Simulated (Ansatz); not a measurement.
Results of PBE-D3(BJ) (PAW; Ansatz, an electronic-structure program) for VSi2 (P6₂22, No. 180).

Run with plane-wave cutoff 520 eV, no spin polarisation, scalar-relativistic PAW data made under PBE.

Computed at the level's own relaxed cell.

Question: What does this level give for the lattice constant a and lattice parameter c?

Answer: 
lattice constant a: 4.497 Å
lattice parameter c: 6.294 Å

Computed values are for the static lattice.
